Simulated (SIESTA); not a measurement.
# A series of runs on In (I4/mmm, 1 atom in the cell)

```
CELL_PARAMETERS angstrom
     -1.63055     1.63055     2.49415
      1.63055    -1.63055     2.49415
      1.63055     1.63055    -2.49415
ATOMIC_POSITIONS crystal
  In 0.00000 0.00000 0.00000
```

Base run A: GGA PBE, numerical atomic orbitals DZP, PseudoDojo PBE standard norm-conserving potentials (rewritten from UPF to PSML) run with SIESTA, self-consistent single point.

Its settings: XC.functional = GGA; XC.authors = PBE; potentials = PseudoDojo PBE standard; PAO.BasisSize = DZP; PAO.EnergyShift = 0.01 Ry; MeshCutoff = 400 Ry; kgrid.MonkhorstPack = 14 14 14; OccupationFunction = FD; ElectronicTemperature = 580.23 K; MaxSCFIterations = 150; SCF.Mixer.Method = Pulay; SCF.Mixer.Weight = 0.1; SCF.Mixer.History = 6; SCF.DM.Tolerance = 1.0E-05.

The starting cell comes from a database of computed structures (which also holds hypothetical and non-ambient phases and stackings), without a prior relaxation at this level. Its lattice was rescaled by a random factor within 2.5 % of one. Values carry the incompleteness of an atom-centred basis.

ΔF is the free energy per atom less that of run A. 

Run A gave: pressure (GPa) 0.28; TS (meV/atom) 3.3.

Runs:
- B: OccupationFunction: FD → MP; OccupationMPOrder: default → 0
- C: OccupationFunction: FD → MP; ElectronicTemperature: 580.23 K → 1160.45 K; OccupationMPOrder: default → 0
- D: ElectronicTemperature: 580.23 K → 2320.9 K
- E: ElectronicTemperature: 580.23 K → 3481.36 K
- F: OccupationFunction: FD → MP; OccupationMPOrder: default → 1
- G: OccupationFunction: FD → MP; ElectronicTemperature: 580.23 K → 1160.45 K; OccupationMPOrder: default → 1

**Question.** What does run D change against A?

**Answer.** The free energy goes down by 26.5 meV/atom and the pressure goes from 0.28 to 0.49 GPa.

**Question.** What does run F change against A?

**Answer.** The free energy goes up by 1.7 meV/atom and the pressure hardly changes (0.28 to 0.23 GPa).

**Question.** What does run B change against A?

**Answer.** The free energy rises by 1.4 meV/atom and the pressure moves little (0.28 to 0.25 GPa).

```
run  ΔF (meV/atom)  pressure (GPa)  TS (meV/atom)
---  -------------  --------------  -------------
A             0.00            0.28            3.3
B             1.45            0.25            0.6
C             0.65            0.27            2.1
D            -26.5            0.49           59.7
E            -64.6            0.72          138.4
F             1.73            0.23            0.0
G             1.69            0.25            0.0
```
